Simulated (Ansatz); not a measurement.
## Al: response to strain

Base system: Al in the fcc (Cu type) structure (space group Fm-3m, No. 225; relaxed with 0.1 eV smearing).

```yaml
crystal:
  lattice:
    - [0.00000, 1.99683, 1.99683]
    - [1.99683, 0.00000, 1.99683]
    - [1.99683, 1.99683, 0.00000]
  atoms:
    - { symbol: Al, position: [0.00000, 0.00000, 0.00000] }
```

Strains are applied to the cell and any free atomic positions relax.

The values are results of Kohn–Sham DFT with the r2SCAN functional, run in Ansatz (a program for electronic structure) with PAW and 500 eV plane waves, without spin-orbit coupling, not measurements.

Notes on the quantities. energy relative to the base: free energy F.

```csv
isotropic strain (%),energy relative to the base (meV/atom)
0,0.0
0.5,1.0
1,?
1.5,8.8
2,15.4
2.5,23.6
3,33.4
```

Q: Fit ΔE = Aε² + Bε³ (ε in %) to the rows shown and predict the withheld row.

A: Least squares on the printed values gives A = 4.12 and B = -0.14 meV/atom (largest residual 0.0 meV/atom); this predicts 4.0 meV/atom, and the run gives 4.0 meV/atom, in agreement.

Whether these cells are dynamically stable was not tested.
